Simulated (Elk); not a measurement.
Worked example: self-consistent single point of SrTaO3 (Pm-3m, 5 atoms in the cell) in Elk.

Computed with PBEsol, all-electron FP-LAPW, Elk's shipped species files, APW+lo basis with extra local orbitals (Elk).

The change in words: lattice scaled by 0.98. Reference geometry:
```xyz
5
Lattice="4.1446 0.0000 0.0000 0.0000 4.1446 0.0000 0.0000 0.0000 4.1446" Properties=species:S:1:pos:R:3 pbc="T T T"
Sr     0.0000     0.0000     0.0000
Ta     2.0723     2.0723     2.0723
O      2.0723     2.0723     0.0000
O      0.0000     2.0723     2.0723
O      2.0723     0.0000     2.0723
```

Reference input (self-consistent single point, DFT, PBEsol, all-electron FP-LAPW, Elk's shipped species files, APW+lo basis with extra local orbitals): xctype = 22; rgkmax = 7.5; stype = 0; swidth = 0.00183747 Ha; ngridk = 6 6 6; gmaxvr = 14 1/bohr; nxlo = 2; lorbcnd = true; lmaxi = 3. This run's input differs from it in these lines:

```diff
@@ -31,5 +31,5 @@
 avec
-    4.1445570000    0.0000000000    0.0000000000
-    0.0000000000    4.1445570000    0.0000000000
-    0.0000000000    0.0000000000    4.1445570000
+    4.0616660000    0.0000000000    0.0000000000
+    0.0000000000    4.0616660000    0.0000000000
+    0.0000000000    0.0000000000    4.0616660000
```

The program printed (abridged):

```
│ Self-consistent loop started │
│ Loop number : 1 │
 total energy                :     -19022.8872562
│ Loop number : 2 │
 total energy                :     -19023.3762581
RMS change in Kohn-Sham potential (target) :    1.206307547     (  0.1000000000E-05)
Absolute change in total energy (target)   :   0.4890019810     (  0.1000000000E-03)
│ Loop number : 3 │
 total energy                :     -19022.6844521
RMS change in Kohn-Sham potential (target) :    1.176104717     (  0.1000000000E-05)
Absolute change in total energy (target)   :   0.5695555622     (  0.1000000000E-03)
│ Loop number : 4 │
   [... lines left out ...]
Absolute change in total energy (target)   :   0.4584238959E-03 (  0.1000000000E-03)
│ Loop number : 15 │
 total energy                :     -19024.9066162
RMS change in Kohn-Sham potential (target) :   0.3285007502E-06 (  0.1000000000E-05)
Absolute change in total energy (target)   :   0.2048965544E-03 (  0.1000000000E-03)
│ Loop number : 16 │
 total energy                :     -19024.9066052
RMS change in Kohn-Sham potential (target) :   0.1105470809E-06 (  0.1000000000E-05)
Absolute change in total energy (target)   :   0.6214992027E-04 (  0.1000000000E-03)
Convergence targets achieved

│ Loop number : 17 │

Energies :
 Fermi                       :     0.399504277004
 total energy                :     -19024.9066043

Density of states at Fermi energy :    59.46286686
 (states/Hartree/unit cell)

Estimated indirect band gap :   0.2513614346E-02
 from k-point      5 to k-point     11
Estimated direct band gap   :   0.4321997769E-01
 at k-point      6

Charges :
 core                        :    80.00000000
 valence                     :    55.00000000
 interstitial                :    8.415190808
 muffin-tins (core leakage)
  species :    1 (Sr)
   atom    1                 :    35.94454808     (  0.2866173475E-04)
  species :    2 (Ta)
   atom    1                 :    70.28610565     (  0.8745284113E-05)
  species :    3 (O)
   atom    1                 :    6.784718490     (  0.4613480522E-06)
   atom    2                 :    6.784718490     (  0.4613480522E-06)
   atom    3                 :    6.784718490     (  0.4613480522E-06)
 total in muffin-tins        :    126.5848092
 total calculated charge     :    135.0044281
 total charge                :    135.0000000
 error                       :   0.4428148358E-02

│ Self-consistent loop stopped │
```

The run converged in 17 iterations. The count includes the last loop, which Elk runs after its targets are met. 

The starting cell comes from a database of computed structures (which also holds hypothetical and non-ambient phases and stackings), without a prior relaxation at this level. Its lattice was rescaled by a random factor within 2.5 % of one. For this run, on top of that: lattice scaled by 0.98. Spin-orbit coupling is off. Spin polarisation is off. Values depend on the basis (sphere radii, cutoffs, local orbitals), which need not be converged. The log's line on a gap gives a spacing of levels on this mesh, which the program prints for metals too.

Cost on one core of a shared machine: roughly 60 s.
